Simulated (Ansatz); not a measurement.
Start from KBr in the rock salt structure (space group Fm-3m, No. 225; a = 6.705 Å).

Level of theory: Kohn–Sham DFT with the PBE functional, run in Ansatz (an electronic-structure program) with PAW and 420 eV plane waves, without spin-orbit coupling.

One change was made to it. Results:

```csv
quantity,base,after
shortest interatomic distance,3.353 Å,3.185 Å
band gap,4.31 eV,4.74 eV
electron mass,0.39 mₑ (at Γ),0.36 mₑ (at Γ)
```

Task: What was done to the base?
(A) pressure −2 GPa
(B) pressure 3 GPa
(C) pressure 7.5 GPa

Result: B, pressure 3 GPa. For comparison, the band gap in the other runs: pressure −2 GPa gives 3.65 eV; pressure 7.5 GPa gives 5.17 eV.

Load acts through the strain it causes; cell and atoms are relaxed under it. Effective masses come from finite differences of ±0.01 Å⁻¹. Stability against distortions was not tested. Competing high-pressure phases were not computed.
